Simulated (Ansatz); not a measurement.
The reference is SbSI (space group Pnma, No. 62; a = 8.460 Å, b = 4.037 Å, c = 10.187 Å). Axes: x, y, z lie along a, b, c of the conventional cell.

All numbers come from PBEsol, PAW, 420 eV (Ansatz, a quantum-chemistry and plane-wave program; scalar-relativistic without spin-orbit coupling), earlier PAW set.

Before the change:

The pressure is 0.00 GPa.

One thing is altered: biaxial strain −2.82 %, plane normal [001], relaxed out of plane (Cartesian); in-plane vectors clamped, the third vector and the atoms free.

Q: How does this affect the out-of-plane strain and pressure?

A: The out-of-plane strain amounts to +3.19 %; the pressure (mean of the normal stresses, compression positive) goes from zero to 0.96 GPa.

No phonon test of stability was made. The base started in Pna2_1 and relaxed to Pnma at this level.
